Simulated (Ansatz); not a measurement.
A computed series for CsCaH3: response to strain

Base system: CsCaH₃ in the cubic perovskite structure (space group Pm-3m, No. 221; a = 4.541 Å; a cell from a computed database, its experimental status unchecked). Axes: x, y, z lie along the cube axes.

Strains are applied to the cell and any free atomic positions relax; under biaxial strain the out-of-plane vector relaxes too; under stress the whole cell relaxes.

All numbers come from plane-wave PAW DFT at the PBEsol level (Ansatz, an electronic-structure program, 420 eV), no SOC.

Notes on the quantities. pressure: mean of the normal stresses, compression positive.

```tsv
change	band gap	shortest interatomic distance	pressure
base	2.88 eV	2.270 Å	0.00 GPa
biaxial strain −1.07 %, plane normal [111], relaxed out of plane	2.83 eV	2.258 Å	0.43 GPa
uniaxial strain ε_yy = −3.79 %	2.78 eV	2.184 Å	1.10 GPa
uniaxial stress, 3 GPa compression along z	2.77 eV	2.158 Å	–
tensor shear ε_xz = −0.75 %	2.85 eV	2.270 Å	0.00 GPa
```

Stability under load was not tested beyond the relaxation. Many cubic perovskites are stable only at high temperature; tilts and polar distortions were not tested.
